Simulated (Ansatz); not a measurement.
The starting structures come from a database of crystals and need not be the phases stable at ambient conditions.

Inside the gap of an insulator the Bloch states are evanescent, with a wavenumber k + iκ along the transport direction.

Consider the following.

```yaml
crystal:
  lattice:
    - [4.45503, 0.00000, 0.00000]
    - [-2.22751, 3.85817, 0.00000]
    - [2.22751, 1.28605, 7.27055]
  atoms:
    - { symbol: Te, position: [0.00000, 0.50000, 0.50000] }
    - { symbol: Pb, position: [0.51090, 0.25545, 0.23365] }
    - { symbol: Pb, position: [0.48910, 0.74455, 0.76635] }
    - { symbol: Se, position: [0.00000, 0.00000, 0.00000] }
```

Space group of this cell: R-3m. The cell was relaxed by PBE-D3(BJ); by r2SCAN its mean pressure is 1.3 GPa.

Transport runs along the normal of the first two printed cell vectors, the (001) plane of the conventional cell.

No gap correction and no spin-orbit coupling; mid-gap values are interpolated between computed energies.

Q: Compute, with r2SCAN in Ansatz (a program for electronic structure), the band gap and the smallest decay constant κ at mid-gap.

A: Gap 0.81 eV on a 8×8×8 mesh; κ = 0.087 1/Å, at (0.500, 0.000) of the in-plane reciprocal vectors. At the zone centre, at the nearest computed energy, the slowest state has κ = 0.13 1/Å.
